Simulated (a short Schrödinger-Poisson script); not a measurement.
Solved with a short Schrödinger-Poisson script written for these runs: one-band effective-mass equation with BenDaniel-Duke matching, electrons, heavy and light holes apart, hard walls at the outer ends, one valence edge for both holes (no strain splitting), no charge, excitons, band mixing or non-parabolicity; under a field the levels are quasi-bound states of a box, listed while three quarters of their weight lies within 4 nm of the wells.

System: single In0.2Ga0.8As/GaAs quantum well.

From the first side: 20 nm GaAs; 4 nm In0.2Ga0.8As; 20 nm GaAs.

The device is made up for the run: typed textbook-type constants, with dimensions and the other settings drawn at random. In0.2Ga0.8As: direct gap (eV) 1.224, conduction-band edge (eV) 0, electron mass (mₑ) 0.059, heavy-hole mass 0.37, light-hole mass 0.08. GaAs: direct gap (eV) 1.424, conduction-band edge (eV) 0.13, electron mass (mₑ) 0.067, heavy-hole mass 0.377, light-hole mass 0.09.

The valence-band edge of each layer lies one gap below its conduction-band edge. The electron's potential energy rises along the stack by the applied field. Mesh 0.03 nm at interfaces.

Give the squared e1-hh1 overlap at zero applied field; the e1-hh1 transition at zero applied field (eV); the hh1 − lh1 (meV).

squared e1-hh1 overlap at zero applied field: 0.90; e1-hh1 transition at zero applied field (eV): 1.322; hh1 − lh1 (meV): 21.6. Excitons are left out, and strain enters only through the typed gaps and offsets, so measured lines lie elsewhere.
